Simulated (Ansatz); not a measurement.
Consider HfGe$_{2}$ (space group Cmcm, No. 63; a = 3.781 Å, b = 14.744 Å, c = 3.747 Å). Axes: x, y, z lie along a, b, c of the conventional cell.

Calculations: DFT with PBEsol, PAW potentials and a 420 eV plane-wave cutoff in Ansatz (a first-principles code), spin-orbit coupling left out, earlier PAW set.

For the base:

```
Property           Result
---------------  --------
Volume per atom  17.41 Å³
Pressure          0.0 GPa
```

It is then changed as follows: compressive biaxial strain of 0.80 % in the plane normal to [001], as in epitaxy on a mismatched substrate; the out-of-plane cell vector and the atoms relax.

Task: What does the calculation give for the volume per atom and pressure after the change?

Result: The volume per atom falls by 0.173 Å³ (17.41 Å³ → 17.23 Å³); the pressure (mean of the normal stresses, compression positive) goes from zero to 1.1 GPa.

Without a gap, meshes like the base's 13×13×12 leave anisotropic stresses uncertain by several tenths of a GPa, and small strain energies with them. Stability against distortions was not tested. All final runs are without spin polarisation.
